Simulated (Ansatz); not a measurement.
Results of LDA in Ansatz (PAW) for WAg (model structure, Cmcm, No. 63, 4 atoms in the cell).

Numerical settings: plane-wave cutoff 520 eV, 18×18×14 k mesh (along the axes of the cell as run), Fermi–Dirac smearing 0.05 eV, no spin polarisation, scalar-relativistic PAW data made under PBE.

Cell (relaxed at this level):

```
CELL_PARAMETERS angstrom
      1.32946    -5.39848     0.00000
      1.32946     5.39848     0.00000
      0.00000     0.00000     4.44484
ATOMIC_POSITIONS crystal
  Ag 0.68470 0.31530 0.25000
  W  0.94109 0.05891 0.25000
  Ag 0.31530 0.68470 0.75000
  W  0.05891 0.94109 0.75000
```

**Question.** What does this level give for the bulk modulus B0?

**Answer.** 
bulk modulus B0: 212 GPa

Note: the run has no spin polarisation, so it can have missed a magnetic state; the bulk modulus is −V dP/dV from two relaxed cells at ±2 % in volume; the relaxation could raise the start's symmetry but not lower it, so the cell can be a saddle point.

Spin–orbit coupling is not included.

Static lattice: no zero-point or thermal effects.

Cost on a shared machine: around 13 core-minutes (rough).

A model structure was made by putting elements into a prototype or built by hand; it is no filed structure, need not be a known phase, and can be a saddle point held by its symmetry.

Ansatz is a first-principles code.
